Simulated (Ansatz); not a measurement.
Response to strain in HfO2

Take HfO$_{2}$ in the rutile structure (space group P4_2/mnm, No. 136; a = 4.830 Å, c = 3.210 Å; a cell from a computed database, its experimental status unchecked) as the base. Axes: x, y, z lie along a, b, c of the conventional cell.

Strains are applied to the cell and any free atomic positions relax; under stress the whole cell relaxes.

Level of theory: Ansatz (a program for electronic structure) PBEsol, spin-orbit coupling left out.

Notes on the quantities. energy relative to the base: free energy F.

| case | energy relative to the base | electron mass | shortest interatomic distance |
|---|---|---|---|
| base | 0 meV/atom | 0.61 mₑ along c, 0.79 mₑ across (at Γ) | 2.084 Å |
| isotropic strain +0.59 % | +2.7 meV/atom | 0.61 mₑ along c, 0.80 mₑ across (at Γ) | 2.096 Å |
| uniaxial stress, 5 GPa tension along x | +6.8 meV/atom | 0.76 mₑ along x, 0.80 mₑ along y, 0.59 mₑ along z (at Γ) | 2.087 Å |
| uniaxial stress, 0.5 GPa compression along x | +0.1 meV/atom | 0.60 mₑ along z, 0.78 mₑ across (at Γ) | 2.082 Å |
| uniaxial stress, 5 GPa tension along z | +2.7 meV/atom | 0.63 mₑ along z, 0.84 mₑ across (at Γ) | 2.080 Å |

With Hf present, leaving out spin-orbit coupling can change the band edges. The levels and masses belong to the bands next to the band gap. Masses are band curvatures over ±0.01 Å⁻¹ around the edge. Beyond what the load breaks, stability against distortions was not tested. This is not the structure that HfO2 has at room temperature and ambient pressure.
